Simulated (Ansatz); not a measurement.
An Ansatz (a first-principles code) input (PBEsol-D3(BJ) (Ansatz; PAW; 420 eV plane waves; spin-orbit coupling left out)):

Ansatz 0.2 input:
```yaml
crystal:
  lattice:
    - [1.8726956747, 1.0812013519, 3.2514873708]
    - [-1.8726956747, 1.0812013519, 3.2514873708]
    - [0, -2.1624027038, 3.2514873708]
  atoms:
    - { symbol: As, position: [0.2327405601, 0.2327405601, 0.2327405601] }
    - { symbol: As, position: [0.7672594399, 0.7672594399, 0.7672594399] }
basis: { ecutwfc: 420, ecutrho_ratio: 4, xc_grid: 2, fft_grid_basis: typed }
kpoints: { mp_grid: { grid: [15, 15, 15] } }
hamiltonian:
  xc: pbesol
  dispersion: d3bj
  pseudopotentials: { kind: paw }
scf: { occupations: { method: fermi_dirac, width: 0.05 }, convergence: { dr2_threshold: 0.0000000002 } }
output: { forces: true, stress: true }
```

**Question.** Which symmetry and how many k-points will the program report, and about how many plane waves at Γ?

**Answer.** Space group R-3m (ITA 166) with 12 operations, k-points 344 of 3375, and 767 plane waves at Γ.

No phonon test of stability was made. The cell is As in the A7 type structure (space group R-3m, No. 166; layered).
